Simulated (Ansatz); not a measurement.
The (110) surface of germanium, Ga on one of 2 surface atoms, no caps (bottom of the slab: built like the top, H on every dangling bond, free)

All values below come from PBE (plane waves to 420 eV, PAW; Ansatz, a first-principles code).

Model: 16-atom slab, 13.5 Å thick at the start with caps and adatoms (thin: gaps and levels are the slab's own), 7x5x1 mesh, Fermi-Dirac 0.025 eV, dipole correction, 2 atoms held, the rest relaxed; symmetry of the start imposed; spin-polarised, no spin-orbit, no U. The slab shows no gap on its mesh. The starting moment vanished. In PBE it is, or lies within 0.01 eV a 1x1 cell of, the lowest of the 3 structures of its composition computed so far; subsurface sites and larger cells were not tried.

```yaml
work_function_of_the_top_face: 4.69 eV
energy_released_by_relaxation: 0.44 eV
cost: about 21 core-minutes (a rough figure)
```
